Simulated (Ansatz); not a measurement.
Consider CuAu (space group P4/mmm, No. 123; relaxed with 0.1 eV smearing).

```yaml
crystal:
  lattice:
    - [2.81285, 0.00000, 0.00000]
    - [0.00000, 2.81285, 0.00000]
    - [0.00000, 0.00000, 3.59296]
  atoms:
    - { symbol: Cu, position: [0.00000, 0.00000, 0.00000] }
    - { symbol: Au, position: [0.50000, 0.50000, 0.50000] }
```

Cartesian axes are those of the cell as printed.

Computed with PBEsol (Ansatz, a first-principles code, PAW, no spin-orbit coupling).

The change: uniaxial strain ε_xx = +2.00 %, all other strain components held at zero, atoms relaxed at fixed cell.

Predict the stress tensor and what it implies for the stiffness.

Stress of the strained cell less that of the base (GPa, compression positive):
```
   -3.7     0.0     0.0
    0.0    -2.8     0.0
    0.0     0.0    -3.1
```

Then −Δσ_ii/ε with ε = 0.0200 gives secant stiffness values (nonlinear terms included at this strain): C11 ≈ 185 GPa, C12 ≈ 140 GPa and C13 ≈ 155 GPa.

Stability against distortions was not tested. The final runs are not spin-polarised.
